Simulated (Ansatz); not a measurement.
SnS (P-1, No. 2, 4 atoms in the cell; start mp-727322; a measured phase of this formula has another space group), treated with PBEsol (plane waves, PAW; Ansatz, a first-principles code).

Numerical settings: plane-wave cutoff 500 eV, 10×10×4 k mesh (along the axes of the cell as run), gaussian smearing 0.02 eV, scalar-relativistic PAW data made under PBE.

Cell (relaxed at this level):

SnS is modelled in the triclinic space group P-1 (No. 2), Pearson symbol aP4. Cell: a = b = 4.0568 Å, c = 10.9292 Å, α = 90.77°, β = 98.13°, γ = 90.00°. Sn on 2i is surrounded by 1 S at 2.553 Å and 4 S at 2.881 Å (square pyramidal). S on 2i has 1 Sn at 2.553 Å and 4 Sn at 2.881 Å (square pyramidal). (Neighbours: up to the widest gap in distance over summed covalent radii, below 1.35, at either atom; cation-cation and far metal-metal contacts left out.)

Question: Give the computed band gap.

Answer: 
- band gap: 1.22 eV (on the SCF k mesh)

Note: the relaxation could not lower the start's symmetry, so the cell can be a saddle point above a distorted one; the cell has widely spaced layers and the level no dispersion term, so their spacing and the moduli can rest on weak binding.

Spin–orbit coupling is not included.

A start named mp-… is a Materials Project structure, which need not be a measured phase.
